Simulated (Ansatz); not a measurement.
Ansatz (an electronic-structure program) run on Zn₂CuN₂ (C2/m, 10 atoms in the cell): self-consistent single point.

Level of theory: PBEsol, default PAW files made with PBE (plane waves; Ansatz).

```yaml
crystal:
  lattice:
    - [5.63736, -1.79238, 0.00000]
    - [5.63736, 1.79238, 0.00000]
    - [-3.72005, 0.00000, 6.32236]
  atoms:
    - { symbol: Zn, position: [0.34269, 0.34269, 0.48949] }
    - { symbol: Zn, position: [0.65731, 0.65731, 0.51051] }
    - { symbol: Zn, position: [0.91818, 0.91818, 0.22294] }
    - { symbol: Zn, position: [0.08182, 0.08182, 0.77706] }
    - { symbol: Cu, position: [0.62784, 0.62784, 0.09564] }
    - { symbol: Cu, position: [0.37216, 0.37216, 0.90436] }
    - { symbol: N, position: [0.79967, 0.79967, 0.35486] }
    - { symbol: N, position: [0.20033, 0.20033, 0.64514] }
    - { symbol: N, position: [0.51053, 0.51053, 0.79806] }
    - { symbol: N, position: [0.48947, 0.48947, 0.20194] }
```

Reference input (self-consistent single point, DFT, PBEsol, plane waves, default PAW files made with PBE): basis.ecutwfc = 30.9 Ry; kpoints.mp_grid.grid = 7 7 4; hamiltonian.xc = pbesol; hamiltonian.pseudopotentials = {kind: paw} (the program's default PAW files); scf.occupations.method = fermi_dirac; scf.occupations.width = 0.0073 Ry. This run's input differs from it in these lines:

Ansatz 0.2 input:
```diff
@@ -17,3 +17,3 @@
 basis:
-  ecutwfc: 30.9 Ry
+  ecutwfc: 61.7 Ry
 kpoints:
```

Log, with long lists cut:

```
SCF iter   1: F=—  HF=-27812.864286 eV  |F-HF|=—  |Δ(HF+E_count)|=         —  Δρ=1.62e-2  dr2=2.91e-1  ethr=1.77e-3  ⟨swp⟩=6.2  Hψ=17630  notcnv=0  defer=33
all-band conjugate gradients solve this SCF's bands
preconditioner: auto → LDOS
SCF iter   2: F=—  HF=-27812.920960 eV  |F-HF|=—  |Δ(HF+E_count)|=   5.67e-2  Δρ=2.30e-2  dr2=4.21e-1  ethr=2.75e-4  ⟨swp⟩=2.2  Hψ=8109  notcnv=0  defer=194
   [... lines left out ...]
SCF iter   6: F=—  HF=-27812.794567 eV  |F-HF|=—  |Δ(HF+E_count)|=   1.90e-5  Δρ=9.55e-5  dr2=7.89e-6  ethr=7.43e-8  ⟨swp⟩=2.0  Hψ=6087  notcnv=0  defer=194
SCF iter   7: F=—  HF=-27812.794567 eV  |F-HF|=—  |Δ(HF+E_count)|=   1.67e-7  Δρ=5.62e-5  dr2=3.18e-6  ethr=7.44e-9  ⟨swp⟩=2.3  Hψ=5666  notcnv=0  defer=194
SCF iter   8: F=—  HF=-27812.794566 eV  |F-HF|=—  |Δ(HF+E_count)|=   4.55e-7  Δρ=2.84e-5  dr2=7.60e-7  ethr=3.00e-9  ⟨swp⟩=2.9  Hψ=6254  notcnv=0  defer=194
SCF iter   9: F=-27812.794566 eV  HF=-27812.794566 eV  |F-HF|=2.16e-8  |Δ(HF+E_count)|=   1.17e-7  Δρ=4.77e-6  dr2=1.59e-8  ethr=9.43e-11  ⟨swp⟩=10.0  Hψ=19576  notcnv=0
SCF 1 converged in 9 iterations: F = -27812.794566 eV  dr2 = 1.59e-8
Free energy (F): -27812.794566 eV
Internal energy: -27812.712885 eV  (E = F + TS)
E sigma→0 (E₀):  -27812.753725 eV
Entropy (-TS):   -0.081682 eV (-8.168 meV/atom)
Fermi energy:    9.043503 eV
--- Forces (eV/Å), atoms counted from 1 ---
  atom   1  Zn    -0.15096432     0.00000000     0.09146907
  atom   2  Zn     0.15096432    -0.00000000    -0.09146907
  atom   3  Zn    -0.07918050     0.00000000     0.10949534
  atom   4  Zn     0.07918050    -0.00000000    -0.10949534
  atom   5  Cu    -0.01981630    -0.00000000     0.01559387
  atom   6  Cu     0.01981630     0.00000000    -0.01559387
  atom   7  N      0.02152107     0.00000000    -0.09841852
  atom   8  N     -0.02152107    -0.00000000     0.09841852
  atom   9  N      0.04208895     0.00000000     0.23136958
  atom  10  N     -0.04208895    -0.00000000    -0.23136958
--- Stress (GPa, compression-positive) ---
       -5.631984      -0.000000      -0.213121
       -0.000000      -7.579598       0.000000
       -0.213127       0.000000      -6.372318
  P = ⅓ Tr σ = -6.5280 GPa (-65.280 kbar)
  The stress holds the Pulay correction. Without it, at fixed plane waves, as pw.x and ABINIT print it: P = -6.5315 GPa
```

The run converged in 9 iterations. Against the reference run the free energy goes down by 4.0 meV/atom, the pressure hardly changes (-6.52 to -6.53 GPa) and the largest force hardly changes (0.239 to 0.235 eV/Å).

The starting cell comes from a database of computed structures (which also holds hypothetical and non-ambient phases and stackings), without a prior relaxation at this level. Spin polarisation is off. Ansatz's pressure includes its estimate of the finite-basis (Pulay) stress. The run gives no clean gap (levels at the Fermi energy touch, overlap or are partly filled at this smearing), which alone does not show that the compound is a metal.

Cost on one core of a shared machine: roughly 2 min.
